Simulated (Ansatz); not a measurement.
For TaC (model structure, started from the NbAs type, I4₁md, No. 109, 4 atoms in the cell), PBEsol (PAW; Ansatz, an electronic-structure program) gives:

| Property | Result |
|---|---|
| lattice parameter a | 2.925 Å |
| c axis length | 10.542 Å |

What does PBE-D3(BJ) (PAW; Ansatz) give for the same quantities?


- lattice constant a: 2.929 Å (goes up by 0.1 %)
- lattice parameter c: 10.556 Å (goes up by 0.1 %)

Changes are worked out from the printed values.

Unless a cell is named, each level is at its own relaxed cell (PBEsol 11.27, PBE-D3(BJ) 11.32 Å³/atom).

Levels without +SOC leave out spin–orbit coupling, which shifts energies and cells of such heavy elements.

Ansatz's density-functional and Hartree–Fock values are scalar-relativistic unless marked +SOC, with PAW data made under PBE.

A model structure was made by putting elements into a prototype or built by hand; it is no filed structure, need not be a known phase, and can be a saddle point held by its symmetry.
